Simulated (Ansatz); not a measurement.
Abridged Ansatz (a first-principles code) output:

```
Relaxation: its limit of steps is 50 (relax.max_steps)
Pseudopotential: Nb, paw, valence charge 13
Crystal: 1 atoms, lattice volume = 18.039 Å³
Basis set: ecut = 500 eV, 447 PW (Γ), exchange–correlation on 96×96×96 points (64 copies of the dense FFT grid, shifted against one another)
Bands: 11, of which v1, the nominal top of the filled ones, is band 7 counted from 1 (6 counted from 0)
Symmetry: 8 space group operations
k-points: 3060 of 21952
Functional: x = r2scan, c = r2scan; τ floored in thin density (d = 2e-4 eV/Å³)
SCF iter   1: F=—  HF=-4563.655206 eV  |F-HF|=—  |Δ(HF+E_count)|=         —  Δρ=1.03e-2  dr2=1.51e-2  dr2_τ=9.78e-3  ethr=1.77e-3  ⟨swp⟩=5.1  Hψ=206168  notcnv=0
SCF iter   2: F=—  HF=-4563.652391 eV  |F-HF|=—  |Δ(HF+E_count)|=   2.81e-3  Δρ=3.42e-3  dr2=6.19e-4  dr2_τ=5.93e-4  ethr=1.16e-4  ⟨swp⟩=3.0  Hψ=82363  notcnv=0
SCF 1 converged in 7 iterations: F = -4563.652800 eV  dr2 = 6.67e-11
relax step   1: F+E_penalty+E_count = -4563.65280021 eV  Δ(F+E_penalty+E_count) = +0.000e0 eV  max|allowed force component| = 0.000e0 eV/Å  Δτ_max = 0.0000 Å  (7 SCF iters, accepted)
Crystal: 1 atoms, lattice volume = 18.039 Å³
SCF iter   1: F=—  HF=-4563.652800 eV  |F-HF|=—  |Δ(HF+E_count)|=         —  Δρ=8.27e-7  dr2=6.67e-11  dr2_τ=7.17e-12  ethr=1.00e-12  ⟨swp⟩=1.0  Hψ=210928  notcnv=0
SCF iter   2: F=-4563.652800 eV  HF=-4563.652800 eV  |F-HF|=4.55e-12  |Δ(HF+E_count)|=  5.46e-12  Δρ=3.49e-7  dr2=9.05e-12  dr2_τ=9.97e-13  ethr=1.00e-12  ⟨swp⟩=4.0  Hψ=94215  notcnv=0
SCF 2 converged in 2 iterations: F = -4563.652800 eV  dr2 = 9.05e-12
SCF converged after 2 iterations
Free energy (F): -4563.652800 eV
Internal energy: -4563.606643 eV  (E = F + TS)
E sigma→0 (E₀):  -4563.629721 eV
Entropy (-TS):   -0.046158 eV (-46.158 meV/atom)
Fermi energy:    17.720536 eV
--- Forces (eV/Å), atoms counted from 1 ---
  atom   1  Nb     0.00000000     0.00000000    -0.00000000
--- Stress (GPa, compression-positive) ---
       -0.010204      -0.239589       0.000000
       -0.239589      -0.010204      -0.000000
        0.000000      -0.000000       0.088834
  P = ⅓ Tr σ = 0.0228 GPa (0.228 kbar)
--- Relaxed structure (1 steps of the walk, 1 accepted, 0 SCFs on fresh bases) ---
  atoms:
    - { symbol: Nb, position: [0.0, 0.0, 0.0] }
```

**Question.** What was computed, and what are the main results?

**Answer.** Nb, 1 atom in the cell, with r2SCAN in Ansatz (plane waves to 500 eV, PAW, no SOC). The last SCF converged to F = -4563.652800 eV, or -4563.6528 eV per atom, at a pressure of 0.02 GPa. The total energy compares only with runs of the same code, potentials and settings.

The cells carry an imposed strain or load. Stability against distortions was not tested. The final runs are not spin-polarised. The cell was made from Nb in the bcc (W type) structure (space group Im-3m, No. 229) by this change: tensor shear ε_xy = +1.14 %.

Keys are those of Ansatz 0.2.
